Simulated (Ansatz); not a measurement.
Base system: InAs in the zinc blende structure (space group F-43m, No. 216; a = 6.0874 Å). Axes: x, y, z lie along the cube axes.

Perturbation: the symmetric strain tensor [0.0182 -0.0069 -0.0128; -0.0069 -0.0022 -0.0046; -0.0128 -0.0046 -0.0076]; the atoms relax in the strained cell.

Levels (all Ansatz, an electronic-structure program, PAW, earlier PAW set): PBEsol (420 eV, spin-orbit coupling left out); r2SCAN (500 eV, no spin-orbit coupling); HSE06 (420 eV, without spin-orbit coupling); HSE06+SOC (420 eV, noncollinear with spin-orbit coupling).

One geometry, relaxed with PBEsol, under each level:

The valence-band top lists the three highest levels at Γ (Kramers pairs under SOC), from the VBM.

```tsv
level	band gap	valence-band top at Γ	pressure
PBEsol	zero	–	-0.4 GPa
r2SCAN	0.07 eV	–	0.1 GPa
HSE06	0.26 eV	–	–
HSE06+SOC	0.19 eV	0.00, -0.12, -0.47 eV	–
```

Single points use the geometry relaxed with PBEsol. Their cutoffs differ, which shifts pressures a little. HSE06 was sampled on its mesh, a few special points and the semilocal edge points, so its gap is an upper bound. The spin-orbit shifts are approximate. Whether these cells are dynamically stable was not tested. The runs without spin-orbit coupling are not spin-polarised. Gaps under 0.05 eV, about the width of the smearing, are given as zero. A zero or small gap of InAs can be the functional's error rather than a property of the material.
